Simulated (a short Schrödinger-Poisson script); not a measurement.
System: gated In0.52Al0.48As/In0.53Ga0.47As modulation-doped gas in a quantum well, at 77 K.

| layer | material | thickness (nm) | Nd (cm⁻³) | Na (cm⁻³) |
|---|---|---|---|---|
| 1 | In0.52Al0.48As | 30 | - | - |
| 2 | In0.52Al0.48As | 20 | 1.3e18 | - |
| 3 | In0.52Al0.48As | 20 | - | - |
| 4 | In0.53Ga0.47As | 15 | - | - |
| 5 | In0.52Al0.48As | 4000 | - | 2e14 |

Constants are typed, rounded textbook-type inputs, not results; the design itself was drawn at random and stands for no fabricated device. In0.52Al0.48As: permittivity 12.5, conduction-band edge (eV) 0.52, gap (eV) 1.45, electron mass (mₑ) 0.075, Nv at 300 K (cm⁻³) 1.1e19. In0.53Ga0.47As: permittivity 13.9, conduction-band edge (eV) 0, gap (eV) 0.74, Nv at 300 K (cm⁻³) 7.7e18.

Channel valleys (confinement mass, in-plane density-of-states mass, number): Γ 0.041, 0.041, 1. At the gate the conduction-band edge of layer 1 lies 0.65 eV − eVg above the Fermi level of the channel; the field vanishes at the back. Donor level 0.006 eV below the band edge. The barrier under the gate holds no holes. Gaps are held at their typed values at every temperature. Mesh 0.08 nm at interfaces.

From a short Schrödinger-Poisson script (our own, NumPy): 1D Poisson equation in equilibrium, electrons quantum, Hartree (BenDaniel-Duke, 40 states a valley, the channel's in-plane mass for all, wave functions free to enter the barrier), parabolic valleys, classical holes, donors ionised by Fermi statistics, acceptors fully, no traps, pinning or gate leakage.

The same stack at other levels of the model or other numerical settings:

```tsv
run	sheet density of all electrons at Vg = 0.4 V (cm⁻²)	sheet density of all electrons at Vg = -0.6 V (cm⁻²)	capacitance at Vg = 0.4 V (μF/cm²)	centroid of the channel electrons at Vg = 0.4 V (nm)	rough cost against the base
base	1.00e12	6.12e11	0.321	5.96	about 1
electrons treated as classical, Boltzmann	___	6.81e11	0.321	1.82	0.02
electrons treated as classical, Fermi-Dirac	1.06e12	6.31e11	0.321	___	0.09
electrons treated as quantum, Hartree plus LDA exchange-correlation	___	6.21e11	0.321	5.89	2
mesh six times as coarse	9.99e11	6.12e11	0.321	5.95	0.2
one subband a valley	9.92e11	6.12e11	0.321	5.95	0.2
```

Problem. Some entries are withheld; supply them.

Solution. 
- electrons treated as classical, Fermi-Dirac, centroid of the channel electrons at Vg = 0.4 V (nm): 5.42
- electrons treated as quantum, Hartree plus LDA exchange-correlation, sheet density of all electrons at Vg = 0.4 V (cm⁻²): 1.03e12
- electrons treated as classical, Boltzmann, sheet density of all electrons at Vg = 0.4 V (cm⁻²): 1.25e12

The classical rows ignore confinement, and Boltzmann statistics overrate the density once the band edge passes the Fermi level.
